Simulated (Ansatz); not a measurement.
A self-consistent single point of YCu2Ge2 (I4mm, 5 atoms in the cell) with Ansatz (a quantum-chemistry and plane-wave program).

Method: LDA (PW92), default PAW files made with PBE (plane waves; Ansatz).

The change in words: lattice scaled by 0.98; basis.ecutwfc: 420 eV → 335 eV. Reference geometry:
```yaml
crystal:
  lattice:
    - [-2.00931, 2.00931, 5.12180]
    - [2.00931, -2.00931, 5.12180]
    - [2.00931, 2.00931, -5.12180]
  atoms:
    - { symbol: Y, position: [0.00488, 0.00488, 0.00000] }
    - { symbol: Cu, position: [0.75000, 0.25000, 0.50000] }
    - { symbol: Cu, position: [0.25000, 0.75000, 0.50000] }
    - { symbol: Ge, position: [0.61934, 0.61934, 0.00000] }
    - { symbol: Ge, position: [0.38066, 0.38066, 0.00000] }
```

Reference input (self-consistent single point, DFT, LDA (PW92), plane waves, default PAW files made with PBE): basis.ecutwfc = 420 eV; kpoints.mp_grid.grid = 6 6 6; hamiltonian.xc = lda; hamiltonian.pseudopotentials = {kind: paw} (the program's default PAW files); scf.occupations.method = gaussian; scf.occupations.width = 0.1 eV. This run's input differs from it in these lines:

Ansatz 0.2 input:
```diff
@@ -2,5 +2,5 @@
   lattice:
-    - [-2.00931400, 2.00931400, 5.12180300]
-    - [2.00931400, -2.00931400, 5.12180300]
-    - [2.00931400, 2.00931400, -5.12180300]
+    - [-1.96912800, 1.96912800, 5.01936700]
+    - [1.96912800, -1.96912800, 5.01936700]
+    - [1.96912800, 1.96912800, -5.01936700]
   atoms:
@@ -12,3 +12,3 @@
 basis:
-  ecutwfc: 420.0
+  ecutwfc: 335.0
 kpoints:
```

Output, abridged:

```
SCF iter   1: F=—  HF=-25291.223353 eV  |F-HF|=—  |Δ(HF+E_count)|=         —  Δρ=1.08e-2  dr2=4.16e-2  ethr=1.77e-3  ⟨swp⟩=5.8  Hψ=4628  notcnv=0  defer=3
all-band conjugate gradients solve this SCF's bands
preconditioner: auto → Resta (q_TF=auto, 2.723 Å⁻¹)
SCF iter   2: F=—  HF=-25291.199052 eV  |F-HF|=—  |Δ(HF+E_count)|=   2.43e-2  Δρ=4.86e-3  dr2=1.68e-2  ethr=5.40e-5  ⟨swp⟩=2.0  Hψ=2953  notcnv=0  defer=24
   [... lines left out ...]
SCF iter   4: F=—  HF=-25291.195973 eV  |F-HF|=—  |Δ(HF+E_count)|=   8.07e-4  Δρ=1.98e-4  dr2=2.04e-5  ethr=3.22e-6  ⟨swp⟩=2.0  Hψ=1828  notcnv=0  defer=24
SCF iter   5: F=—  HF=-25291.195973 eV  |F-HF|=—  |Δ(HF+E_count)|=   4.88e-7  Δρ=1.59e-4  dr2=1.23e-5  ethr=2.65e-8  ⟨swp⟩=2.0  Hψ=2222  notcnv=0  defer=24
SCF iter   6: F=—  HF=-25291.195972 eV  |F-HF|=—  |Δ(HF+E_count)|=   1.24e-6  Δρ=4.10e-5  dr2=9.98e-7  ethr=1.60e-8  ⟨swp⟩=2.0  Hψ=1829  notcnv=0  defer=24
SCF iter   7: F=-25291.195972 eV  HF=-25291.195972 eV  |F-HF|=3.74e-8  |Δ(HF+E_count)|=   1.70e-7  Δρ=9.11e-6  dr2=5.88e-8  ethr=1.30e-10  ⟨swp⟩=6.8  Hψ=5656  notcnv=0
SCF 1 converged in 7 iterations: F = -25291.195972 eV  dr2 = 5.88e-8
Free energy (F): -25291.195972 eV
Internal energy: -25291.191902 eV  (E = F + TS)
E sigma→0 (E₀):  -25291.193937 eV
Entropy (-TS):   -0.004069 eV (-0.814 meV/atom)
Fermi energy:    14.667526 eV
--- Forces (eV/Å), atoms counted from 1 ---
  atom   1  Y     -0.00000000    -0.00000000    -0.22943922
  atom   2  Cu     0.00000000    -0.00000000     0.08147651
  atom   3  Cu    -0.00000000     0.00000000     0.08147651
  atom   4  Ge     0.00000000    -0.00000000     0.25464223
  atom   5  Ge    -0.00000000     0.00000000    -0.18815813
--- Stress (GPa, compression-positive) ---
        2.070565       0.000000      -0.000000
        0.000000       2.070565      -0.000000
       -0.000000       0.000000       1.475127
  P = ⅓ Tr σ = 1.8721 GPa (18.721 kbar)
  The stress holds the Pulay correction. Without it, at fixed plane waves, as pw.x and ABINIT print it: P = -1.8118 GPa
```

The run converged in 7 iterations. Against the reference run the free energy goes up by 16.5 meV/atom, the pressure goes from -5.28 to 1.87 GPa and the largest force goes from 0.348 to 0.255 eV/Å.

The starting cell comes from a database of computed structures (which also holds hypothetical and non-ambient phases and stackings), without a prior relaxation at this level. Its lattice was rescaled by up to half a per cent. One atom was moved a little off its site on purpose. For this run, on top of that: lattice scaled by 0.98. Spin polarisation is off. Ansatz's pressure includes its estimate of the finite-basis (Pulay) stress. Without the estimate this run gives -1.81 GPa. The cutoff lies below the one recommended for these files.
